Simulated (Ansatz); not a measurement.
Ansatz (a program for electronic structure) is run on Ta3C (Pm-3n, 8 atoms in the cell), and the run fails. The aim is a self-consistent single point with DFT, PBEsol, plane waves, default PAW files made with PBE.

Input as run:

Ansatz 0.2 input:
```yaml
# Ta3C
crystal:
  lattice:
    - [5.165921, 0.000000, 0.000000]
    - [0.000000, 5.165921, 0.000000]
    - [0.000000, 0.000000, 5.165921]
  atoms:
    - { symbol: Ta, position: [0.250000, 0.000000, 0.500000] }
    - { symbol: Ta, position: [0.750000, 0.000000, 0.500000] }
    - { symbol: Ta, position: [0.000000, 0.500000, 0.250000] }
    - { symbol: Ta, position: [0.000000, 0.500000, 0.750000] }
    - { symbol: Ta, position: [0.500000, 0.250000, 0.000000] }
    - { symbol: Ta, position: [0.500000, 0.750000, 0.000000] }
    - { symbol: C, position: [0.000000, 0.000000, 0.000000] }
    - { symbol: C, position: [0.500000, 0.500000, 0.500000] }
kpoints:
  mp_grid: { grid: [5, 5, 5], shift: [0.5, 0.5, 0.5] }
hamiltonian:
  xc: pbesol
  pseudopotentials: { kind: paw }
SCF:
  occupations: { method: gaussian, width: 0.01 Ry }
output:
  forces: true
  eigenvalues: true
  stress: true
```

Output (repeated stretches shortened):

```
Error: YAML parse error: error: line 21 column 1: unknown field `SCF`, expected one of crystal, accuracy, basis, kpoints, hamiltonian, magnetization, projection, total_charge, correlation, batch, efield, external_charges, scf, relax, neb, saddle, md, ramp, phonons, dielectric, real_time, elastic, magnetic_configurations, gw, evaluate, workflow, output, checkpoint, execution
  --> <input>:21:1
   |
19 |   xc: pbesol
20 |   pseudopotentials: { kind: paw }
21 | SCF:
   | ^ unknown field `SCF`, expected one of crystal, accuracy, basis, kpoints, hamiltonian, magnetization, projection, total_charge, correlation, batch, [...]
22 |   occupations: { method: gaussian, width: 0.01 Ry }
23 | output:
   |
```

**Question.** From the messages shown, name the fault and mend the input.

**Answer.** The program does not know the word SCF. To fix it, write scf. The program stopped before any SCF iteration.

The sound input it was made from differs as follows (other fixes are possible):
```diff
-SCF:
+scf:
```

With that input, the run converged in 6 iterations: free energy E − TS (on the zero of these files) -59323.6390 eV; Fermi level (on the code's own zero) 15.46 eV; pressure -24.79 GPa (DFT, PBEsol, plane waves, default PAW files made with PBE).

On the sound input: the starting cell was generated: these elements placed on a structure prototype, without a prior relaxation; it need not be a known phase or ordering of this composition. Spin polarisation is off. With a pressure of about -25 GPa the cell is away from its equilibrium volume at this level. Ansatz's pressure includes its estimate of the finite-basis (Pulay) stress.
